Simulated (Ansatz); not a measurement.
N vacancy + 1 H in zinc-blende BN (start: the N site; 1 H on the vacancy's neighbours; 64-site cell, 2×2×2 shifted sampling). Computed with PBE, PAW (plane waves to 420 eV; Ansatz, a quantum-chemistry and plane-wave program). Total energies of the localised charge states, counted from that of charge +2, and their image corrections (point charge with alignment); the host's valence-band maximum lies at 11.049 eV on the cells' energy zero and its gap is 4.46 eV.

```json
[
 {"charge": "+2", "moment (μB)": "not spin-polarised", "E − E(first) (eV)": "0.000", "correction (eV)": "0.767"},
 {"charge": "+1", "moment (μB)": "1.0", "E − E(first) (eV)": "14.040", "correction (eV)": "0.069"},
 {"charge": "0", "moment (μB)": "not spin-polarised", "E − E(first) (eV)": "27.774", "correction (eV)": "0.000"},
 {"charge": "−1", "moment (μB)": "1.0", "E − E(first) (eV)": "42.521", "correction (eV)": "0.562"}
]
```

**Question.** Derive the transition levels above the valence-band maximum and say which of them are thermodynamic.

**Answer.** A level is the Fermi energy at which two charges have equal formation energy: ε(q/q′) = [E(q′) + corr(q′) − E(q) − corr(q)] / (q − q′) − E_VBM.
ε(+2/+1) = [(14.040 + 0.069) − (0.000 + 0.767)] / 1 − 11.049 = 2.29 eV
ε(+1/0) = [(27.774 + 0.000) − (14.040 + 0.069)] / 1 − 11.049 = 2.62 eV
ε(0/−1) = [(42.521 + 0.562) − (27.774 + 0.000)] / 1 − 11.049 = 4.26 eV
Thermodynamic levels at least 0.1 eV inside the gap: (+2/+1) at 2.29 eV; (+1/0) at 2.62 eV; (0/−1) at 4.26 eV. They hold to tenths of an eV in this cell. Only the charges listed were compared. The geometries come from one start.
